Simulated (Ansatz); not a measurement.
Take FeSb₂ (space group Pnnm, No. 58; a = 5.773 Å, b = 6.429 Å, c = 3.119 Å; non-magnetic) as the base. Axes: x, y, z lie along a, b, c of the conventional cell.

All numbers come from PBEsol (Ansatz, a quantum-chemistry and plane-wave program, PAW, without spin-orbit coupling).

For the base:

- Volume per atom = 19.29 Å³

Modification: biaxial strain −0.92 %, plane normal [001], relaxed out of plane (Cartesian); in-plane vectors clamped, the third vector and the atoms free.

What happens to the volume per atom?

The volume per atom decreases by 0.249 Å³ (19.29 Å³ → 19.05 Å³).

Stability against distortions was not tested. Seeded moments were not kept for the base. The base started in Pnn2 and relaxed to Pnnm at this level. All final runs are without spin polarisation.
